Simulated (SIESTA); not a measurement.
# Several settings converged on the (001) slab of TiCd (cut from a parent of space group no. 129; 4 atoms in the cell)

```
CELL_PARAMETERS angstrom
      2.90254     0.00000     0.00000
      0.00000     2.90254     0.00000
      0.00000     0.00000    20.64351
ATOMIC_POSITIONS crystal
  Ti 0.00000 0.50000 0.45229
  Ti 0.50000 0.00000 0.54772
  Cd 0.00000 0.50000 0.66091
  Cd 0.50000 0.00000 0.33909
```

Base method: GGA PBEsol, numerical atomic orbitals DZP, PseudoDojo PBEsol standard norm-conserving potentials (rewritten from UPF to PSML) in SIESTA.

Base settings: XC.functional = GGA; XC.authors = PBEsol; potentials = PseudoDojo PBEsol standard; PAO.BasisSize = DZP; PAO.EnergyShift = 0.01 Ry; MeshCutoff = 300 Ry; kgrid.MonkhorstPack = 8 8 1; OccupationFunction = FD; ElectronicTemperature = 1160.45 K; MaxSCFIterations = 150.

**The k-point mesh**

Only quantities that move along the ladder and can be compared are tabulated.

| kgrid.MonkhorstPack | free energy less the last step's (meV/atom) | largest difference of a force vector from the last step's (eV/Å) |
|---|---|---|
| 2 2 1 | 48.40 | 0.876 |
| 3 3 1 | -109.52 | 0.636 |
| 4 4 1 | 18.02 | 0.399 |
| 5 5 1 | -1.42 | 0.046 |
| 6 6 1 | -2.35 | 0.045 |
| 7 7 1 | -1.56 | 0.020 |
| 8 8 1 | 2.31 | 0.019 |
| 10 10 1 | 0.08 | 0.011 |
| 11 11 1 | -0.14 | 0.011 |
| 13 13 1 | 0.00 | 0.006 |
| 15 15 1 | 0.04 | 0.002 |
| 18 18 1 | 0.01 | 0.000 |
| 21 21 1 | 0.02 | 0.000 |
| 25 25 1 | 0.00 | 0.000 |
| 29 29 1 | 0.00 | 0.000 |

Coarsest kgrid.MonkhorstPack that holds the forces within 0.005 eV/Å of the last step, with all finer ones: 15 15 1; the step before is off by 0.006 eV/Å.

Coarsest kgrid.MonkhorstPack that holds the free energy within 5 meV/atom of the last step, with all finer ones: 5 5 1; the step before is off by 18 meV/atom.

**The depth of the slab**

Surface energy = (E_slab − N e_bulk)/2A, with e_bulk from the bulk crystal on its finest mesh (1775 k-points); errors per atom of slab and bulk, whose meshes differ, grow with N. The bulk cell stands at -7.2 GPa at this level, so the slab is strained in the plane.

The mesh stays at the base's, so the ladder's end is converged at best in this setting alone.

Only quantities that move along the ladder and can be compared are tabulated; forces are left out, as grid noise moves with the cell.

```csv
atoms,unrelaxed surface energy (J/m²)
4,1.496
8,1.513
12,1.528
```

Smallest size that holds the unrelaxed surface energy within 0.02 J/m²: not settled: the last two steps still differ by 0.015 J/m², over half the tolerance, so the ladder does not show it.

On the base run: the starting cell comes from a database of computed structures (which also holds hypothetical and non-ambient phases and stackings), without a prior relaxation at this level. The slab is cut from that crystal, and its faces are unrelaxed. Its lattice was rescaled by up to half a per cent. Spin polarisation is off. Values carry the incompleteness of an atom-centred basis.
